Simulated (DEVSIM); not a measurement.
System: Al/SiO2/p-GaSb capacitor, at 400 K.

Layer 1 from the left is SiO2, thickness (nm) 1.00. Layer 2 from the left is GaSb, thickness (nm) 2400, Na (cm⁻³) 3.2e15.

Metal gate on the left, work function 4.1 eV. Fixed charge at the semiconductor interface -3.1e11 cm⁻² (in units of +e); interface traps 6.4e10 cm⁻² eV⁻¹, uniform in energy, neutral level at 0.3 of the gap above the valence band.

This is a model device: material constants are rounded textbook-type values typed into the input, and sizes, dopings and lifetimes were drawn at random. Values at 300 K; Nc and Nv go as T^1.5, mobilities as T to minus their exponent, the gap by Varshni's rule with the affinity fixed.

SiO2: gap (eV) 9, affinity (eV) 0.9, permittivity 3.9. GaSb: gap (eV) 0.726, affinity (eV) 4.06, permittivity 15.7, Nc (cm⁻³) 2.1e17, Nv (cm⁻³) 1.8e19, Varshni α (eV/K) 0.00042, Varshni β (K) 140.

Model (solved in DEVSIM): 1D Poisson equation in equilibrium, Boltzmann statistics, complete ionisation; no quantum confinement or tunnelling. Metal contacts follow the ideal Schottky-Mott rule: no Fermi-level pinning, no interface dipoles.

Problem. What does the simulation give for the threshold voltage (band bending 2φF), the flat-band voltage, the minimum of the low-frequency capacitance?

Solution. threshold voltage (band bending 2φF) -0.10 V; flat-band voltage -0.32 V; minimum of the low-frequency capacitance 0.0708 μF/cm².
